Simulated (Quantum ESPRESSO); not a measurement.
**Quick settings and what they miss: MgCd2 (C2/m, 6 atoms in the cell)**

Self-consistent single point.

```
CELL_PARAMETERS angstrom
      5.76718    -1.51258     0.00000
      5.76718     1.51258     0.00000
     -2.35285     0.00000     6.99558
ATOMIC_POSITIONS crystal
  Mg 0.19249 0.19249 0.64193
  Mg 0.80751 0.80751 0.35807
  Cd 0.86184 0.86184 0.97820
  Cd 0.13816 0.13816 0.02180
  Cd 0.46607 0.46607 0.69015
  Cd 0.53393 0.53393 0.30985
```

Method: PBEsol, SSSP 1.1.2 efficiency (PBE) pseudopotentials (plane waves; Quantum ESPRESSO 7.5).

Base settings: ecutwfc = 45 Ry; ecutrho = 360 Ry; occupations = smearing; smearing = methfessel-paxton; degauss = 0.019992 Ry; input_dft = pbesol; potentials = {Mg: Mg.pbe-n-kjpaw_psl.0.3.0.UPF, Cd: Cd.pbe-dn-rrkjus_psl.0.3.1.UPF}; K_POINTS = automatic 7 7 3 0 0 0; conv_thr = 1e-10 Ry; mixing_beta = 0.5.

Tight run (finer mesh or higher cutoff; not a proven limit): ecutwfc: 45 Ry → 63 Ry; ecutrho: 360 Ry → 504 Ry; conv_thr: 1e-10 Ry → 7.3e-11 Ry; K_POINTS: automatic 7 7 3 0 0 0 → automatic 10 10 5 0 0 0. It gave Fermi level (on the code's own zero) 9.54 eV; pressure 1.12 GPa; largest force (vector length) 0.038 eV/Å.

Quick runs, as changes from the base:
- A: the base itself
- B: conv_thr: 1e-10 Ry → 7.3e-05 Ry; K_POINTS: automatic 7 7 3 0 0 0 → automatic 4 4 4 0 0 0
- C: ecutwfc: 45 Ry → 36 Ry; ecutrho: 360 Ry → 288 Ry; conv_thr: 1e-10 Ry → 7.3e-05 Ry; K_POINTS: automatic 7 7 3 0 0 0 → automatic 2 2 2 0 0 0
- D: ecutwfc: 45 Ry → 36 Ry; ecutrho: 360 Ry → 288 Ry; K_POINTS: automatic 7 7 3 0 0 0 → automatic 6 6 6 0 0 0
- E: ecutwfc: 45 Ry → 24 Ry; ecutrho: 360 Ry → 120 Ry; input_dft: pbesol → default; pseudopotentials: {Mg: Mg.pbe-n-kjpaw_psl.0.3.0.UPF, Cd: Cd.pbe-dn-rrkjus_psl.0.3.1.UPF} → {Mg: mg_lda_v1.4.uspp.F.UPF, Cd: cd_lda_v1.uspp.F.UPF}; K_POINTS: automatic 7 7 3 0 0 0 → automatic 3 3 3 1 1 1 [LDA (PZ)]

Energies are extrapolated to zero smearing width, which holds to low order in the width alone (under cold and Methfessel-Paxton smearing the free energy itself is taken).

Dashes: pressure of B, C, not trusted under this conv_thr with d or f elements; time of B, C, E, under 30 s; energy of E, another energy zero.

† marks runs with another functional, U, potentials or spin treatment: their distance from the tight run is not a convergence error alone.

The count of work is k-points × plane waves × bands × iterations; it is no time. Core times come from one kind of shared machine and are given to one figure; runs under 30 s give none.

The starting cell comes from a database of computed structures (which also holds hypothetical and non-ambient phases and stackings), without a prior relaxation at this level. Its lattice was rescaled by a random factor within 2.5 % of one.

| run | energy less tight (meV/atom) | pressure less tight (GPa) | largest miss in a force vector (eV/Å) | count of work / tight | core time / tight (rough) |
|---|---|---|---|---|---|
| A | 45.3 | -1.31 | 0.033 | 0.19 | 0.2 |
| B | 17.6 | – | 0.074 | 0.051 | – |
| C | 167.2 | – | 0.118 | 0.0093 | – |
| D | 83.9 | -0.37 | 0.046 | 0.21 | 0.3 |
| E† | – | -36.93 | 0.027 | 0.022 | – |

Among the runs at the tight run's level, the energy misses run from 17.6 to 167.2 meV/atom.

Left out of this page: 1 run of the series outside the window shown, repeating another row's setting, or not comparable.
